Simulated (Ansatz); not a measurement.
Start from WC (space group P-6m2, No. 187; a = 2.9225 Å, c = 2.8462 Å; relaxed with 0.1 eV smearing). Axes: x lies along a and z along c of the hexagonal cell.

Calculations: DFT with PBE, PAW potentials and a 420 eV plane-wave cutoff in Ansatz (an electronic-structure program), no SOC.

For the base:

```
Quantity                         Value
-----------------------------  -------
Shortest interatomic distance  2.207 Å
Pressure                       0.0 GPa
```

Perturbation: the cell is stretched by 3.00 % along z with no lateral relaxation, atoms relaxed at fixed cell.

Estimate the effect on the energy relative to the base.

The energy rises by 26 meV/atom.

Estimate the effect on the shortest interatomic distance.

The shortest interatomic distance grows by 0.028 Å, from 2.207 Å to 2.235 Å.

What happens to the pressure?

The pressure (mean of the normal stresses, compression positive) goes from zero to -11.6 GPa.

The cells carry an imposed strain or load. Stability against distortions was not tested. All final runs are without spin polarisation.
